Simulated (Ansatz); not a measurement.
Mg (model structure, started from the omega type, P6/mmm, No. 191, 3 atoms in the cell)

Level of theory: r²SCAN (Ansatz, a first-principles code, PAW).

Settings: plane-wave cutoff 560 eV, 12×12×18 k mesh (along the axes of the cell as run), Fermi–Dirac smearing 0.05 eV, scalar-relativistic PAW data made under PBE.

Cell (relaxed at this level):

```
CELL_PARAMETERS angstrom
      5.07058     0.00000     0.00000
     -2.53529     4.39125     0.00000
      0.00000     0.00000     3.07628
ATOMIC_POSITIONS crystal
  Mg 0.00000 0.00000 0.00000
  Mg 0.33333 0.66667 0.50000
  Mg 0.66667 0.33333 0.50000
```

| Quantity | Result |
|---|---|
| band gap | none |
| bulk modulus B0 | 37.7 GPa |

Note: the bulk modulus is −V dP/dV from two relaxed cells at ±2 % in volume; the relaxation could raise the start's symmetry but not lower it, so the cell can be a saddle point.

Cost on a shared machine: very roughly 50 core-seconds.

A model structure was made by putting elements into a prototype or built by hand; it is no filed structure, need not be a known phase, and can be a saddle point held by its symmetry.
